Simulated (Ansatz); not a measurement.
Consider LiNbO₃ (space group R3c, No. 161).

```
LiNbO3
1.0
    2.59493     1.49819     4.67214
   -2.59493     1.49819     4.67214
    0.00000    -2.99637     4.67214
Li Nb O
2 2 6
Direct
  0.70264   0.70264   0.70264
  0.20264   0.20264   0.20264
  0.98381   0.98381   0.98381
  0.48381   0.48381   0.48381
  0.62624   0.87386   0.26316
  0.87386   0.26316   0.62624
  0.26316   0.62624   0.87386
  0.76316   0.37386   0.12624
  0.37386   0.12624   0.76316
  0.12624   0.76316   0.37386
```

Cartesian axes are those of the cell as printed.

All numbers come from Ansatz (a program for electronic structure) PBE, scalar-relativistic without spin-orbit coupling, earlier PAW set.

For the base:

The pressure comes out as 0.01 GPa. The volume per atom is 10.90 Å³.

One thing is altered: tensile biaxial strain of 2.91 % in the plane normal to [001], as in epitaxy on a mismatched substrate; the out-of-plane cell vector and the atoms relax.

### Question
What happens to the pressure, volume per atom and energy relative to the base?

### Answer
The pressure (mean of the normal stresses, compression positive) drops by 3.474 GPa (0.01 GPa → -3.47 GPa); the volume per atom increases by 0.48 Å³ to 11.38 Å³; the energy rises by 11 meV/atom.

No phonon test of stability was made.
